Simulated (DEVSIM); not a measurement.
Structure: p-channel Si fully depleted SOI MOSFET with SiO2, at 300 K.

| Quantity | Result |
|---|---|
| Gate length | 100 nm |
| Source drain length | 80 nm |
| Dielectric thickness | 3.3 nm |
| Lateral straggle | 4 nm |
| Underlap | 0 nm |
| Body thickness | 21.8 nm |
| Buried oxide | 50 nm |
| Gate work function | 4.67 eV |
| Source and drain doping | 1.2e20 cm⁻³, Gaussian tails under the gate |
| Body doping | 2e15 cm⁻³ |
| Lifetime | 3e-8 s |
| Supply | 1.5 V |
| Back work function | 4.38 eV |
| Back or body bias | -1 V |

All mobilities are scaled by 0.15; velocity saturation, μ/(1 + (μE/vsat)^b)^(1/b) with b = 2 for electrons and 1 for holes and E the electric field along each mesh edge, is on. Mobility is μmin + (μ − μmin)/(1 + (N/Nref)^α).

Constants are typed, rounded textbook-type inputs, not results; the design itself was drawn at random and stands for no fabricated device. Values at 300 K.

Si: gap (eV) 1.124, affinity (eV) 4.05, permittivity 11.7, Nc (cm⁻³) 2.86e19, Nv (cm⁻³) 3.1e19, μn (cm²/Vs) 1417, μp (cm²/Vs) 470, μn,min 52, μp,min 45, Nref,n 9.7e16, Nref,p 2.2e17, αn 0.68, αp 0.72, vsat,n (cm/s) 1e7, vsat,p (cm/s) 8.4e6. SiO2: gap (eV) 9, affinity (eV) 0.9, permittivity 3.9.

Model (solved in DEVSIM): 2D drift-diffusion, Boltzmann statistics, complete ionisation; no quantum confinement, tunnelling, impact ionisation, self-heating, contact resistance or fringe fields beside the gate. Metal contacts follow the ideal Schottky-Mott rule: no Fermi-level pinning, no interface dipoles.

Transfer curves, |Id| in μA/μm:

```tsv
Vg (V)	Vd = -0.05 V	Vd = -1.5 V
0.45	3.449e-7	0.0001294
0.375	1.820e-6	0.0006133
0.3	9.523e-6	0.002834
0.225	4.935e-5	0.01264
0.15	0.0002525	0.05342
0.075	0.001269	0.2041
0	0.006196	0.6623
-0.075	0.02872	1.783
-0.15	0.1197	3.888
-0.225	0.4059	7.211
-0.3	1.046	11.90
-0.375	2.101	18.16
-0.45	3.523	26.18
-0.525	5.178	36.05
-0.6	6.913	47.51
-0.675	8.624	60.49
-0.75	10.27	74.81
-0.825	11.82	90.29
-0.9	13.29	106.8
-0.975	14.68	124.2
-1.05	15.99	142.5
-1.125	17.22	161.4
-1.2	18.40	180.9
-1.275	19.51	201.0
-1.35	20.57	221.6
-1.425	21.57	242.6
-1.5	22.54	263.9
```

Q: Work out the subthreshold swing at low drain bias from the rows at 0.45 and 0.375 V, and compare it with the thermal limit.

A: log10(1.820e-6/3.449e-7) = 0.722 over 75.0 mV, so S = 104 mV/decade. The limit kT/q ln 10 is 59.5 mV/decade; the ratio is 1.74. This is the steepest step of the table.

Q: Find both thresholds at the constant current 0.1 μA × (1 μm/L) a micrometre, and the DIBL.

A: The current is 1.00 μA/μm. Interpolating ln Id gives -0.296 V and -0.031 V; their difference over the 1.45 V of drain bias is 180 mV/V.

Q: Give the natural length λ = √(ε_body t_body t_ox / (ε_ox)) and the gate length in units of it.

A: λ = 14.7 nm and L/λ = 6.8. The formula is that for thin layers, and L is the gate's length, not the shorter one between the doping tails.

Source and drain are degenerate, where Boltzmann statistics are only rough. The electric field that drives the saturation includes the junctions' built-in field, which lowers the mobility there even at small currents: subthreshold currents come out too low, a known weakness of this choice.
